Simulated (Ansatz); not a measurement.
Base system: HfO₂ in the rutile structure (space group P4_2/mnm, No. 136; a = 4.830 Å, c = 3.210 Å; a cell from a computed database, its experimental status unchecked).

Level of theory: PBEsol/PAW in Ansatz (an electronic-structure program), without spin-orbit coupling.

One change was made to it. Results:

| quantity | base | after |
|---|---|---|
| density | 9.34 g/cm³ | 9.40 g/cm³ |
| c/a ratio | 0.665 | 0.665 |
| electron mass | 0.61 mₑ along c, 0.79 mₑ across (at Γ) | 0.60 mₑ along c, 0.78 mₑ across (at Γ) |
| band gap | 3.89 eV | 3.91 eV |

Task: Which change produced these results?
(A) pressure 1.5 GPa
(B) pressure 3 GPa
(C) pressure 10 GPa
(D) pressure 7.5 GPa

Result: A, pressure 1.5 GPa. For comparison, the density in the other runs: pressure 3 GPa gives 9.46 g/cm³; pressure 10 GPa gives 9.73 g/cm³; pressure 7.5 GPa gives 9.64 g/cm³.

Spin-orbit coupling, missing from the scalar runs, can matter with Hf. Load acts through the strain it causes; cell and atoms are relaxed under it. Masses are band curvatures over ±0.01 Å⁻¹ around the edge. Whether these cells are dynamically stable was not tested. Competing high-pressure phases were not computed. This is not the structure that HfO2 has at room temperature and ambient pressure.
